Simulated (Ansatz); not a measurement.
AsB (zinc blende start, 16-atom cell) (held in this type by symmetry, stable or not), space group F-43m.

The geometry comes from a PBE relaxation.

```
CELL_PARAMETERS angstrom
      0.00000     4.81000     4.81000
      4.81000     0.00000     4.81000
      4.81000     4.81000     0.00000
ATOMIC_POSITIONS crystal
  B  0.00000 0.00000 0.00000
  B  0.00000 0.00000 0.50000
  B  0.00000 0.50000 0.00000
  B  0.00000 0.50000 0.50000
  B  0.50000 0.00000 0.00000
  B  0.50000 0.00000 0.50000
  B  0.50000 0.50000 0.00000
  B  0.50000 0.50000 0.50000
  As 0.12500 0.12500 0.12500
  As 0.12500 0.12500 0.62500
  As 0.12500 0.62500 0.12500
  As 0.12500 0.62500 0.62500
  As 0.62500 0.12500 0.12500
  As 0.62500 0.12500 0.62500
  As 0.62500 0.62500 0.12500
  As 0.62500 0.62500 0.62500
```

Calculation: HSE06 (plane waves to 420 eV, PAW; Ansatz, a first-principles code). Spin–orbit coupling is left out. Its k-point mesh 3×3×3, Fermi–Dirac width 0.01 eV. HSE06 ran on meshes of its own (3×3×3); its edges and gaps are taken over the mesh and over extra points off it, mostly where PBE has its edges.

**Question.** List the levels next to the gap at (0.000, 0.250, 0.250) of this cell's own (folded) zone, from the top of the valence band (the table ends after a fixed count of bands, which can cut a degenerate set).

**Answer.** 
```json
[
 {"band": "v4", "E − E_v (eV)": "-2.029"},
 {"band": "v3", "E − E_v (eV)": "-1.560"},
 {"band": "v2", "E − E_v (eV)": "-1.205"},
 {"band": "v1", "E − E_v (eV)": "-1.205"},
 {"band": "c1", "E − E_v (eV)": "1.863"},
 {"band": "c2", "E − E_v (eV)": "3.307"},
 {"band": "c3", "E − E_v (eV)": "3.354"},
 {"band": "c4", "E − E_v (eV)": "3.628"}
]
```
